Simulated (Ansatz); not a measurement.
Start from VBiO₄ (space group I4_1/a, No. 88; a = 5.1214 Å, c = 11.6213 Å).

The values are results of plane-wave PAW DFT at the r2SCAN level (Ansatz, a program for electronic structure, 500 eV), without spin-orbit coupling, not measurements.

Before the change:

- Lattice parameter a: 5.121 Å
- c/a ratio: 2.269

Modification: cell and atoms relaxed at a pressure of 45 GPa.

### Question
What happens to the lattice parameter a and c/a ratio?

### Answer
The lattice parameter a shrinks by 0.280 Å (5.121 Å → 4.841 Å); the c/a ratio decreases by 0.095, from 2.269 to 2.174.

Load acts through the strain it causes; cell and atoms are relaxed under it. Whether these cells are dynamically stable was not tested. Competing high-pressure phases were not computed. Starting moments died away, wholly or in part, for the base; another magnetic solution may exist. All final runs are without spin polarisation.
